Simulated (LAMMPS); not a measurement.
An MD run on Cu (fcc), 256 atoms, at 300 K and 0 GPa, heated as the crystal.

All values are model results, not measurements: classical MD, pair style bop, file AlCu.bop.table, run in LAMMPS.

| Property | Value |
|---|---|
| state found | crystal; no diffusion seen in 15 ps |
| density | 8.8874 ± 0.0002 g/cm³ |
| volume per atom | 11.8731 ± 0.0003 Å³ |
| enthalpy per atom | -3.3950 ± 0.0004 eV |
| first peak of g(r) | 2.55 Å, height 7.8 |
| coordination number | 12.0 (counted to 3.06 Å) |
| most common Cu-Cu-Cu angle | in the 3° bin centred on 58.5° (mean of all 98°) |
| mean frequency of the velocity spectrum | 5.4 THz |
| cost | around 3.0 core-minutes (rough) |

Potential: file AlCu.bop.table of the LAMMPS distribution; its header cites Zhou, Ward, and Foster, Phys. Chem. Chem. Phys., under consideration.

States go by the mean squared displacement: a species diffuses where it passes 1.5 Å², still rises and gives D over 1e-6 cm²/s; a crystal has left its structure where atoms lie 0.35 Å off their sites on average or a cubic box changes its shape by 3 %.

Errors shown are sampling errors alone.

```
angle (°)  probability per degree, Cu-Cu-Cu
---------  --------------------------------
49.50                                0.0000
52.50                                0.0010
55.50                                0.0140
58.50                                0.0467
61.50                                0.0441
64.50                                0.0138
67.50                                0.0015
70.50                                0.0001
73.50                                0.0000
76.50                                0.0000
79.50                                0.0002
82.50                                0.0022
85.50                                0.0095
88.50                                0.0189
91.50                                0.0184
94.50                                0.0088
97.50                                0.0022
100.5                                0.0003
103.5                                0.0000
106.5                                0.0000
109.5                                0.0007
112.5                                0.0052
115.5                                0.0197
118.5                                0.0369
121.5                                0.0354
124.5                                0.0179
127.5                                0.0047
130.5                                0.0007
133.5                                0.0001
136.5                                0.0000
139.5                                0.0000
142.5                                0.0000
145.5                                0.0000
148.5                                0.0000
151.5                                0.0000
154.5                                0.0000
157.5                                0.0000
160.5                                0.0000
163.5                                0.0000
166.5                                0.0003
169.5                                0.0020
172.5                                0.0074
175.5                                0.0132
178.5                                0.0075
```
